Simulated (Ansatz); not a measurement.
## A constructed model of the (100) surface of fcc Al, a pseudomorphic layer of Zr in the host's stacking (bottom of the slab: a bare face, its two planes held)

Method: PBE (plane waves to 420 eV, PAW; Ansatz, a quantum-chemistry and plane-wave program).

Model: 7-atom slab, 12.4 Å thick at the start, 13x13x1 mesh, Fermi-Dirac 0.1 eV, dipole correction, 2 atoms held, the rest relaxed; start symmetry kept, larger cells not searched; no spin, no spin-orbit, no U. It is one candidate, not shown to be the stable structure of the face.

The work function of the top face is 4.40 eV, the energy released by relaxation comes out as 0.077 eV and the cost comes out as around 110 core-seconds (rough).
